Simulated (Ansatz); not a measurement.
**zinc-blende GaAs (1 1 1) on Bi2Se3 (0 0 1) (film strained to the substrate, started from cuts of the bulks and a machine-learned relaxation; metallic at this level, with no gap by band count)**

A periodic stack without vacuum, zinc-blende GaAs (1 1 1) on Bi2Se3 (0 0 1) (film strained to the substrate, started from cuts of the bulks and a machine-learned relaxation; metallic at this level, with no gap by band count): substrate slab Bi6Se9, film As4Ga4, surface cells [[0, -1], [1, 0]] and [[-1, 1], [-1, 0]], film strained by +3.1 and +3.1 %, outermost planes Se/Se and As/Ga as cut, which need not be the usual terminations and can put a slab off its formula.

The start was prepared with a machine-learned potential, and the result is one local minimum, with the in-plane cell held and forces under 0.04 eV/Å; the film can end far from its bulk form.

Calculation: PBE (plane waves to 420 eV, PAW; Ansatz, an electronic-structure program). Scalar-relativistic, without spin–orbit coupling; the runs are not spin-polarised. Its k-point mesh 6×6×1, Fermi–Dirac width 0.05 eV.

```
Quantity                                                                                  Value
-------------------------------------------------------  --------------------------------------
interface area                                                                          15.2 Å²
period                                                                                  43.69 Å
gaps between the outermost planes at the two interfaces                         3.15 and 1.93 Å
two interfaces                                           unlike, so that offsets are their mean
```

```
CELL_PARAMETERS angstrom
      4.18916    -0.00003     0.06279
      2.09478     3.62825     0.02423
     -1.26833    -1.58441    43.68195
ATOMIC_POSITIONS crystal
  Bi 0.84100 0.76796 0.37649
  Bi 0.72935 0.82257 0.53157
  Se 0.05938 0.17617 0.57636
  Se 0.39938 0.47268 0.49596
  Se 0.17108 0.11761 0.41215
  Bi 0.38902 0.53065 0.62043
  Bi 0.54721 0.28173 0.05102
  Se 0.87813 0.63516 0.09341
  Se 0.21806 0.93125 0.01345
  Se 0.71959 0.87940 0.65646
  Bi 0.20735 0.98924 0.13985
  Bi 0.18108 0.06071 0.28758
  Se 0.51120 0.41404 0.33180
  Se 0.85113 0.71065 0.25170
  Se 0.53798 0.33912 0.17479
  As 0.89466 0.49757 0.72863
  As 0.05366 0.18917 0.78333
  As 0.22408 0.86628 0.85237
  As 0.55688 0.22417 0.93136
  Ga 0.57164 0.14701 0.74854
  Ga 0.88733 0.53419 0.83386
  Ga 0.22445 0.88187 0.90954
  Ga 0.88366 0.57875 0.96936
```
